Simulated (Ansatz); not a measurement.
The parent structure is Hf in the hcp (Mg type) structure (space group P6_3/mmc, No. 194).

```
Hf
1.0
    3.15898     0.00000     0.00000
   -1.57949     2.73576     0.00000
    0.00000     0.00000     4.99983
Hf
2
Direct
  0.33333   0.66667   0.75000
  0.66667   0.33333   0.25000
```

The values are results of PBEsol/PAW in Ansatz (an electronic-structure program), scalar-relativistic without spin-orbit coupling, earlier PAW set, not measurements.

For the base:

The band gap is zero and the volume per atom comes out as 21.60 Å³.

Perturbation: full substitution Hf → Lu; the structure is relaxed again.

Task: Estimate the effect on the band gap and volume per atom.

Result: The band gap remains zero; the volume per atom goes up by 5.882 Å³ to 27.49 Å³.

No phonon test of stability was made. The final runs are not spin-polarised.
